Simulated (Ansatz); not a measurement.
A constructed model of the (111) surface of fcc Ni, ferromagnetic, a layer of Zn in place of the second plane (bottom of the slab: a bare face, its two planes held)

These are PBE (plane waves to 420 eV, PAW; Ansatz, an electronic-structure program) values and carry that method's errors.

Slab: 6 atoms, 10.1 Å thick at the start (thin: gaps and levels are the slab's own); k 17x17x1, smearing 0.1 eV, dipole-corrected; 2 atoms held, the rest relaxed; held to the start's symmetry, so lower structures may exist; spin-polarised, ending with about 2.1 μB a cell; orders that need a larger cell were not tried, no spin-orbit, no U. It is one candidate, not shown to be the stable structure of the face.

```
Property                                                       Value
-----------------------------  -------------------------------------
work function of the top face                                5.08 eV
energy released by relaxation                               0.022 eV
magnetic moment of the cell                                  2.14 μB
cost                           about 7 core-minutes (a rough figure)
```
